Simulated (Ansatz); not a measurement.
What biaxial strain +2.28 %, plane normal [001], relaxed out of plane does to TiSi2

Start from TiSi$_{2}$ (space group Cmcm, No. 63; a = 3.527 Å, b = 13.523 Å, c = 3.566 Å). Axes: x, y, z lie along a, b, c of the conventional cell.

It is then changed as follows: biaxial strain +2.28 %, plane normal [001], relaxed out of plane (Cartesian); in-plane vectors clamped, the third vector and the atoms free.

The values are results of r2SCAN (Ansatz, a quantum-chemistry and plane-wave program, PAW, spin-orbit coupling left out), earlier PAW set, not measurements. Settings: 14×14×13 k-points, 0.05 eV Fermi–Dirac smearing.

The volume per atom rises by 0.494 Å³ (14.17 Å³ → 14.67 Å³) and the space group is still Cmcm (No. 63). The shortest interatomic distance rises by 0.002 Å, from 2.380 Å to 2.382 Å and the pressure (mean of the normal stresses, compression positive) goes from zero to -3.7 GPa. The band gap is still zero and the out-of-plane strain amounts to -1.08 % (rough).

Final structure (turned so that z lies along the plane normal):

```
TiSi2
1.0
    3.60754     0.00000     0.00000
    1.80377     6.91586     0.00000
    0.00000     0.00000     3.52722
Si Ti
4 2
Direct
  0.94213   0.11575   0.75000
  0.05787   0.88425   0.25000
  0.24958   0.50084   0.75000
  0.75042   0.49916   0.25000
  0.60421   0.79158   0.75000
  0.39579   0.20842   0.25000
```

Without a gap, meshes like the base's 14×14×13 leave anisotropic stresses uncertain by several tenths of a GPa, and small strain energies with them. No phonon test of stability was made. All final runs are without spin polarisation.
